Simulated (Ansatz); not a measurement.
This Ansatz (a first-principles code) input is the reference run, CsBr in the CsCl type structure (space group Pm-3m, No. 221), computed with DFT with PBEsol, PAW potentials and a 420 eV plane-wave cutoff in Ansatz, without spin-orbit coupling:

Ansatz 0.2 input:
```yaml
crystal:
  lattice:
    - [4.2420326141, 0, 0]
    - [0, 4.2420326141, 0]
    - [0, 0, 4.2420326141]
  atoms:
    - { symbol: Cs, position: [0, 0, 0] }
    - { symbol: Br, position: [0.5, 0.5, 0.5] }
basis: { ecutwfc: 420, ecutrho_ratio: 4, xc_grid: 2, fft_grid_basis: typed }
kpoints: { mp_grid: { grid: [8, 8, 8] } }
hamiltonian:
  xc: pbesol
  dispersion: none
  pseudopotentials: { kind: paw }
scf: { occupations: { method: fermi_dirac, width: 0.05 }, convergence: { dr2_threshold: 0.0000000002 } }
output: { forces: true, stress: true }
checkpoint: { write: state.ck, write_every: 1000 }
```

Task: Write the input for this change: hydrostatic tension (pressure −1 GPa).

Result: 
Ansatz 0.2 input:
```yaml
crystal:
  lattice:
    - [4.2420326141, 0, 0]
    - [0, 4.2420326141, 0]
    - [0, 0, 4.2420326141]
  atoms:
    - { symbol: Cs, position: [0, 0, 0] }
    - { symbol: Br, position: [0.5, 0.5, 0.5] }
basis: { ecutwfc: 420, ecutrho_ratio: 4, xc_grid: 2, fft_grid_basis: typed }
kpoints: { mp_grid: { grid: [8, 8, 8] } }
hamiltonian:
  xc: pbesol
  dispersion: none
  pseudopotentials: { kind: paw }
scf: { occupations: { method: fermi_dirac, width: 0.05 } }
relax: { f_tol: 0.01, max_steps: 60, cell: { stress_tol: 0.02, p_target: -1.0 } }
output: { forces: true, stress: true }
checkpoint: { write: state.ck, write_every: 1000 }
```
This is the input that was run.

Load acts through the strain it causes; cell and atoms are relaxed under it. Whether these cells are dynamically stable was not tested.
